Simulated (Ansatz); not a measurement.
The parent structure is SiC in the zinc blende structure (space group F-43m, No. 216; a = 4.356 Å). Axes: x, y, z lie along the cube axes.

The values are results of r2SCAN/PAW in Ansatz (an electronic-structure program), no SOC, not measurements.

It is then changed as follows: a pure shear with ε_xy = ε_yx = 0.0114; the atoms relax in the strained cell.

**Question.** Predict the stress tensor and what it implies for the stiffness.

**Answer.** Stress of the strained cell less that of the base (GPa, compression positive):
```
   0.13   -5.96    0.00
  -5.96    0.13    0.00
   0.00    0.00    0.00
```

Then −Δσ/γ with γ = 2ε = 0.0228 gives relaxed-ion elastic constants: C66 ≈ 261 GPa.

As a check, the harmonic strain energy −½ V₀ Δσ:ε is 4.4 meV/atom; the computed energy rise is 4.4 meV/atom.

Whether these cells are dynamically stable was not tested.
